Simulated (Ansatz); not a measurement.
Base system: Mo in the bcc (W type) structure (space group Im-3m, No. 229; a = 3.130 Å; relaxed with 0.1 eV smearing). Axes: x, y, z lie along the cube axes.

Computed with Ansatz (an electronic-structure program), PBEsol, PAW, cutoff 420 eV, no spin-orbit coupling.

Before the change:

The band gap comes out as zero and the pressure is 0.0 GPa.

Now apply this change: the cell is compressed by 1.50 % along z with no lateral relaxation; the atoms relax in the strained cell.

Predict the new energy relative to the base, band gap and pressure.

The energy grows by 5.5 meV/atom; the band gap remains zero; the pressure (mean of the normal stresses, compression positive) goes from zero to 4.4 GPa.

Stability against distortions was not tested. The final runs are not spin-polarised.
